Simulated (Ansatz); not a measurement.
The parent structure is CuI in the zinc blende structure (space group F-43m, No. 216).

```
CELL_PARAMETERS angstrom
      0.00000     2.96966     2.96966
      2.96966     0.00000     2.96966
      2.96966     2.96966     0.00000
ATOMIC_POSITIONS crystal
  Cu 0.00000 0.00000 0.00000
  I  0.25000 0.25000 0.25000
```

Computed with PBEsol (Ansatz, a first-principles code; PAW; 420 eV plane waves; no spin-orbit coupling).

For the base:

- Width of the top valence band = 1.74 eV
- Electron mass = 0.14 mₑ (at Γ)
- Lattice parameter a = 11.224 bohr
- Hole mass = 0.20, 0.64, 0.64 mₑ (at Γ)

It is then changed as follows: cell and atoms relaxed at a pressure of 9 GPa.

### Question
Predict the new width of the top valence band.

### Answer
The width of the top valence band rises by 0.57 eV, from 1.74 eV to 2.31 eV.

### Question
What does the calculation give for the electron mass after the change?

### Answer
The electron mass changes from 0.14 mₑ (at Γ) to 0.15 mₑ (at Γ).

### Question
What happens to the lattice parameter a?

### Answer
The lattice parameter a decreases by 0.4763 bohr, from 11.224 bohr to 10.747 bohr.

### Question
What happens to the hole mass?

### Answer
The hole mass (degenerate bands, along [100]) goes from 0.20, 0.64, 0.64 mₑ (at Γ) to 0.20, 0.49, 0.49 mₑ (at Γ).

With I present, leaving out spin-orbit coupling can change the band edges. The levels and masses belong to the bands next to the band gap. Load acts through the strain it causes; cell and atoms are relaxed under it. Masses are band curvatures over ±0.01 Å⁻¹ around the edge. Stability against distortions was not tested. Tetrahedral semiconductors of this kind turn to denser phases somewhere between about 1 and 50 GPa; those were not computed, so compressed cells here can lie past the real transition. All final runs are without spin polarisation.
